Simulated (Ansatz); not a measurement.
# How far to go with the k-point mesh: HfZrCN (R3m, 4 atoms in the cell)

```yaml
crystal:
  lattice:
    - [1.64252, 0.94831, 5.37771]
    - [-1.64252, 0.94831, 5.37771]
    - [0.00000, -1.89662, 5.37771]
  atoms:
    - { symbol: Zr, position: [0.50441, 0.50441, 0.50441] }
    - { symbol: Hf, position: [0.99905, 0.99905, 0.99905] }
    - { symbol: C, position: [0.25206, 0.25206, 0.25206] }
    - { symbol: N, position: [0.74760, 0.74760, 0.74760] }
```

Level of theory: PBEsol, default PAW files made with PBE (plane waves; Ansatz, a program for electronic structure).

Base settings: basis.ecutwfc = 420 eV; kpoints.mp_grid.grid = 12 12 12; hamiltonian.xc = pbesol; hamiltonian.pseudopotentials = {kind: paw} (the program's default PAW files); scf.occupations.method = fermi_dirac; scf.occupations.width = 0.1 eV.

Only quantities that move along the ladder and can be compared are tabulated.

The count of work is k-points × plane waves × bands × iterations; it is no time. Core times come from one kind of shared machine, to one figure; runs under 30 s give none.

The starting cell comes from a database of computed structures (which also holds hypothetical and non-ambient phases and stackings), without a prior relaxation at this level. Its lattice was rescaled by up to half a per cent. One atom was moved a little off its site on purpose. In the base run, with a pressure of about -9 GPa the cell is away from its equilibrium volume at this level. Ansatz's pressure includes its estimate of the finite-basis (Pulay) stress.

```tsv
kpoints.mp_grid.grid	free energy less the last step's (meV/atom)	pressure (GPa)	largest difference of a force vector from the last step's (eV/Å)	count of work / last	core time / last (rough)
2 2 2	182.31	-6.45	1.563	0.0030	–
3 3 3	-9.75	-8.71	0.264	0.0039	–
4 4 4	-6.30	-9.05	0.271	0.0084	–
6 6 6	-0.73	-8.95	0.022	0.028	–
8 8 8	-0.33	-8.97	0.012	0.056	–
10 10 10	0.86	-8.92	0.016	0.10	–
12 12 12	-0.14	-8.95	0.004	0.16	–
14 14 14	0.16	-8.94	0.002	0.25	0.3
17 17 17	-0.01	-8.95	0.003	0.42	0.4
21 21 21	-0.02	-8.95	0.002	0.77	0.9
23 23 23	0.00	-8.94	0.000	1.0	1
```

Coarsest kpoints.mp_grid.grid that holds the pressure within 0.05 GPa of the last step, with all finer ones: 6 6 6, at 0.028 of the last step's count of work; the step before is off by 0.10 GPa.

Coarsest kpoints.mp_grid.grid that holds the free energy within 0.5 meV/atom of the last step, with all finer ones: 12 12 12, at 0.16 of the last step's count of work; the step before is off by 0.86 meV/atom.

Coarsest kpoints.mp_grid.grid that holds the forces within 0.01 eV/Å of the last step, with all finer ones: 12 12 12, at 0.16 of the last step's count of work; the step before is off by 0.016 eV/Å.

Keys are those of Ansatz 0.2.
